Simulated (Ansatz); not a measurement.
## HfO2 with two functionals

Take HfO₂ in the fluorite structure (space group Fm-3m, No. 225; a = 5.0976 Å) as the base.

(Cell as relaxed with PBE.)

Levels (all Ansatz, a quantum-chemistry and plane-wave program, PAW): PBE (420 eV, no SOC); r2SCAN (500 eV, no SOC).

Each level relaxes its own structure.

```
quantity                                        PBE  r2SCAN
-------------------  ------------------------------  ------
volume per atom                            11.04 Å³       …
lattice parameter a                         5.098 Å       …
band gap                                    3.75 eV       …
gap character                           direct at X       …
electron mass        1.2 mₑ along k, 0.74 mₑ across       …
```

### Question
Predict the r2SCAN column.

### Answer

- volume per atom, r2SCAN: 10.79 Å³
- lattice parameter a, r2SCAN: 5.058 Å
- band gap, r2SCAN: 4.30 eV
- gap character, r2SCAN: direct at X
- electron mass, r2SCAN: 1.1 mₑ along k, 0.76 mₑ across

PBE's volume per atom lies 0.25 Å³ above r2SCAN's (2.3 %); PBE's lattice parameter a lies 0.0391 Å above r2SCAN's (0.8 %); PBE's band gap lies 0.557 eV below r2SCAN's; the two agree on the gap character. Neither level is exact; r2SCAN is the comparison here, not a measurement.

With Hf present, leaving out spin-orbit coupling can change the band edges. Masses are band curvatures over ±0.01 Å⁻¹ around the edge. Along k means along the line from Γ to the band edge. No phonon test of stability was made. This is not the structure that HfO2 has at room temperature and ambient pressure.
